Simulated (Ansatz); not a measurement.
The reference is SnO$_{2}$ in the rutile structure (space group P4_2/mnm, No. 136; a = 4.7599 Å, c = 3.2008 Å). Axes: x, y, z lie along a, b, c of the conventional cell.

Method: DFT with r2SCAN, PAW potentials and a 500 eV plane-wave cutoff in Ansatz (a first-principles code), scalar-relativistic without spin-orbit coupling.

The change: an isotropic linear strain of +2.65 %, atoms relaxed at fixed cell.

Q: Predict the stress tensor and what it implies for the stiffness.

A: Stress of the strained cell less that of the base (GPa, compression positive):
```
 -12.31    0.00    0.00
   0.00  -12.31    0.00
   0.00    0.00  -16.43
```

Then B = −ΔP/(ΔV/V₀) with ΔV/V₀ = 0.0816 gives secant stiffness values (nonlinear terms included at this strain): B (at held cell shape, above the free-shape value) ≈ 168 GPa.

As a check, the harmonic strain energy −½ V₀ Δσ:ε is 41 meV/atom; the computed energy rise is 46 meV/atom.

Stability against distortions was not tested. The base started in Pnnm and relaxed to P4_2/mnm at this level.
